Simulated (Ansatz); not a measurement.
System: corundum In₂O₃ (high-pressure phase). Method: HSE06+SOC (plane waves, PAW; Ansatz, an electronic-structure program).

Settings: plane-wave cutoff 460 eV, 6×6×6 k mesh, Fermi–Dirac smearing 0.01 eV, PAW data made under PBE.

Cell (relaxed with PBEsol):

```
In2O3
1.0
    2.75601     1.59119     4.84540
   -2.75601     1.59119     4.84540
    0.00000    -3.18237     4.84540
In O
4 6
Direct
  0.14257   0.14257   0.14257
  0.85743   0.85743   0.85743
  0.35743   0.35743   0.35743
  0.64257   0.64257   0.64257
  0.54586   0.25000   0.95414
  0.45414   0.75000   0.04586
  0.95414   0.54586   0.25000
  0.04586   0.45414   0.75000
  0.25000   0.95414   0.54586
  0.75000   0.04586   0.45414
```

**Question.** Give the computed band gap.

**Answer.** 
- band gap = 2.72 eV

Note: cell and atoms aren't relaxed at this level (largest force component 0.08 eV/Å, pressure -1.2 GPa).
